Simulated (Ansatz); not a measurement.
An ideal cubic perovskite cell is held by its symmetry; such compounds can tilt or shift off centre at room temperature. The starting structures come from a database of crystals and need not be the phases stable at ambient conditions.

Given:

```xyz
5
Lattice="4.2931 0.0000 0.0000 0.0000 6.0714 0.0000 0.0000 3.0357 3.0357" Properties=species:S:1:pos:R:3 pbc="T T T"
Zr     0.0000     0.0000     0.0000
Pb     2.1466     3.0357     0.0000
O      0.0000     4.5535     1.5178
O      0.0000     1.5178     1.5178
O      2.1466     0.0000     0.0000
```

Space group of this cell: Pm-3m, cubic perovskite. The cell is strained (all lengths scaled by 1.02); by r2SCAN its mean pressure is -13.2 GPa.

Transport runs along the normal of the first two printed cell vectors, the (110) plane of the conventional cell.

No gap correction and no spin-orbit coupling; mid-gap values are interpolated between computed energies.

State the band gap and the smallest decay constant κ at mid-gap according to Ansatz (a program for electronic structure) with r2SCAN.

Gap 2.54 eV on a 10×10×10 mesh; κ = 0.226 1/Å, at (0.000, 0.500) of the in-plane reciprocal vectors. At the zone centre, at the nearest computed energy, the slowest state has κ = 0.32 1/Å.
